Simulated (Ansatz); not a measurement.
Base system: CdTe (space group P3_121, No. 152; a = 4.524 Å, c = 10.262 Å; a cell from a computed database, its experimental status unchecked). Axes: x lies along a and z along c of the hexagonal cell.

Levels (all Ansatz, a first-principles code, PAW): PBEsol (420 eV, spin-orbit coupling left out); HSE06 (420 eV, no spin-orbit coupling).

Its gap is 0.10 eV with PBEsol and 0.99 eV with HSE06.

It is then changed as follows: compressive biaxial strain of 2.73 % in the plane normal to [001], as in epitaxy on a mismatched substrate; the out-of-plane cell vector and the atoms relax.

With PBEsol the gap becomes 0.30 eV.

### Question
If the HSE06 correction stayed the same, what would the HSE06 gap be, and what does the HSE06 run give?

### Answer
A rigid correction of +0.89 eV gives 1.19 eV. The HSE06 run gives 1.16 eV, so the two effects roughly add.

Single points use the geometry relaxed with PBEsol. HSE06 was sampled on its mesh, a few special points and the semilocal edge points, so its gap is an upper bound. With Te present, leaving out spin-orbit coupling can change the band edges. Stability against distortions was not tested. This is not the structure that CdTe has at room temperature and ambient pressure. The zero or small gap of CdTe can change with the level of theory.
